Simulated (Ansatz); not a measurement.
The reference is ZrN in the rock salt structure (space group Fm-3m, No. 225; a = 4.553 Å; relaxed with 0.1 eV smearing). Axes: x, y, z lie along the cube axes.

Structures relaxed with PBEsol in Ansatz (plane waves to 420 eV, PAW, no spin-orbit coupling), earlier PAW set.

Base:

Simulated powder pattern, Co Kα, λ = 1.79026 Å (kinematic, ideal powder, no thermal factors, no anomalous dispersion; the 10 strongest lines at most, above 2 %, up to 2θ = 90°):

```tsv
2θ (°)	I/Imax (%)	hkl
39.82	100	(111)
46.31	88	(200)
67.57	56	(220)
81.39	43	(311)
85.85	20	(222)
```

After one change:

Simulated powder pattern, Co Kα, λ = 1.79026 Å (kinematic, ideal powder, no thermal factors, no anomalous dispersion; the 10 strongest lines at most, above 2 %, up to 2θ = 90°):

| 2θ (°) | I/Imax (%) |
|---|---|
| 39.53 | 100 |
| 45.27 | 31 |
| 46.31 | 57 |
| 66.76 | 38 |
| 67.57 | 18 |
| 79.70 | 15 |
| 81.20 | 29 |
| 85.11 | 20 |

**Question.** What was done to the base?
A. uniaxial strain ε_yy = +2.16 %
B. strain tensor (xx, yy, zz, yz, xz, xy) = (+0.08, +1.04, −0.33, +1.07, +0.88, +0.17) %
C. isotropic strain +2.01 %
D. isotropic strain −4.79 %

**Answer.** A, uniaxial strain ε_yy = +2.16 %. Its volume per atom is 12.05 Å³ against 11.80 Å³, and its space group is I4/mmm (No. 139).

Stability against distortions was not tested. All final runs are without spin polarisation.

Ansatz is an electronic-structure program.
